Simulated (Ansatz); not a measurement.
**Response to strain in SiO2**

Base system: SiO₂ (space group P3_221, No. 154; a = 4.949 Å, c = 5.441 Å).

Strains are applied to the cell and any free atomic positions relax.

All numbers come from plane-wave PAW DFT at the PBEsol level (Ansatz, a first-principles code, 420 eV), without spin-orbit coupling.

```csv
variant,electron mass,band gap,smallest direct gap,largest internal atomic displacement
base,0.50 mₑ (at Γ),5.72 eV,6.03 eV,–
isotropic strain −3.00 %,0.48 mₑ (at Γ),5.96 eV,6.18 eV,0.159 Å
isotropic strain −2.25 %,0.48 mₑ (at Γ),5.89 eV,6.14 eV,0.125 Å
isotropic strain −1.50 %,0.49 mₑ (at Γ),5.83 eV,6.11 eV,0.087 Å
isotropic strain −0.75 %,0.49 mₑ (at Γ),5.78 eV,6.07 eV,0.046 Å
```

Effective masses come from finite differences of ±0.01 Å⁻¹. Whether these cells are dynamically stable was not tested.
